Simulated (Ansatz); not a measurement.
The parent structure is SnS$_{2}$ in the rutile structure (space group P4_2/mnm, No. 136; a = 6.071 Å, c = 3.787 Å; a hypothetical phase, not in the database extracts checked).

Structures relaxed with PBEsol, PAW, 420 eV (Ansatz, a quantum-chemistry and plane-wave program; without spin-orbit coupling), earlier PAW set.

Base:

Simulated powder pattern, Cu Kα, λ = 1.54184 Å (kinematic, ideal powder, no thermal factors, no anomalous dispersion; the 14 strongest lines at most, above 2 %, up to 2θ = 90°):

| 2θ (°) | I/Imax (%) | hkl |
|---|---|---|
| 20.69 | 100 | (110) |
| 27.76 | 54 | (101) |
| 29.43 | 12 | (200) |
| 31.50 | 15 | (111) |
| 40.90 | 77 | (211) |
| 42.10 | 23 | (220) |
| 47.35 | 14 | (310) |
| 48.04 | 11 | (002) |
| 51.18 | 32 | (301) |
| 52.84 | 16 | (112) |
| 65.76 | 12 | (222) |
| 68.36 | 12 | (411) |
| 83.64 | 9.0 | (431) |
| 84.67 | 9.0 | (213) |

The change: a hydrostatic pressure of 1.8 GPa.

After the change:

Simulated powder pattern, Cu Kα, λ = 1.54184 Å (kinematic, ideal powder, no thermal factors, no anomalous dispersion; the 14 strongest lines at most, above 2 %, up to 2θ = 90°):

```csv
2θ (°),d (Å),I/Imax (%),hkl
20.96,4.238,100,(110)
27.89,3.199,55,(101)
29.82,2.997,12,(200)
31.71,2.822,15,(111)
41.28,2.187,77,(211)
42.67,2.119,23,(220)
48.01,1.895,14,(310)
48.10,1.892,11,(002)
51.75,1.767,32,(301)
53.01,1.727,16,(112)
66.23,1.411,12,(222)
69.25,1.357,12,(411)
84.86,1.143,9.2,(431)
85.00,1.141,9.3,(213)
```

The indices refer to the base's conventional cell; one index is shown for lines that coincide.

Load acts through the strain it causes; cell and atoms are relaxed under it. Whether these cells are dynamically stable was not tested. The final runs are not spin-polarised.
